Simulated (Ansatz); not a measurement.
## Effect of tensor shear ε_yz = −1.37 % on HfC

The parent structure is HfC in the rock salt structure (space group Fm-3m, No. 225; a = 4.641 Å; relaxed with 0.1 eV smearing). Axes: x, y, z lie along the cube axes.

Now apply this change: tensor shear ε_yz = −1.37 % (engineering shear γ = -0.0274), atoms relaxed at fixed cell.

Method: Ansatz (an electronic-structure program), r2SCAN, PAW, cutoff 500 eV, without spin-orbit coupling. Settings: 21×21×21 k-points, 0.1 eV Fermi–Dirac smearing.

| quantity | base | changed | shift |
|---|---|---|---|
| volume per atom | 12.49 Å³ | 12.49 Å³ | 0.00 Å³ |
| space group | Fm-3m (No. 225) | Immm (No. 71) | – |
| shortest interatomic distance | 2.320 Å | 2.320 Å | 0.000 Å |
| energy relative to the base (free energy F) | 0 meV/atom | +5.5 meV/atom | +5.5 meV/atom |
| pressure (mean of the normal stresses, compression positive) | 0.0 GPa | 0.0 GPa | 0.0 GPa |
| band gap | zero | zero | – |
| stress (xx, yy, zz, yz, xz, xy; compression positive) | – | (0.0, 0.1, 0.1, 5.2, 0.0, 0.0) GPa | – |

Final structure:

```
CELL_PARAMETERS angstrom
      0.00000     2.28851     2.28851
      2.32030    -0.03179     2.32030
      2.32030     2.32030    -0.03179
ATOMIC_POSITIONS crystal
  C  0.00000 0.00000 0.00000
  Hf 0.50000 0.50000 0.50000
```

The cells carry an imposed strain or load. Whether these cells are dynamically stable was not tested. The final runs are not spin-polarised.
